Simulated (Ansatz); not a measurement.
The reference is AlV2C (space group P6_3/mmc, No. 194; a = 2.905 Å, c = 13.134 Å).

The values are results of Ansatz (a first-principles code), PBE, PAW, cutoff 420 eV, scalar-relativistic without spin-orbit coupling, earlier PAW set, not measurements.

Base values:

- c/a ratio = 4.521
- Density = 4.87 g/cm³

One thing is altered: cell and atoms relaxed at a pressure of 5 GPa.

### Question
Predict the new c/a ratio.

### Answer
The c/a ratio goes up by 0.0029 (4.521 → 4.523).

### Question
What happens to the density?

### Answer
The density increases by 0.135 g/cm³ (4.87 g/cm³ → 5.01 g/cm³).

Load acts through the strain it causes; cell and atoms are relaxed under it. Whether these cells are dynamically stable was not tested. No other phases were tried under pressure. Starting moments died away, wholly or in part, for the base; another magnetic solution may exist. All final runs are without spin polarisation.
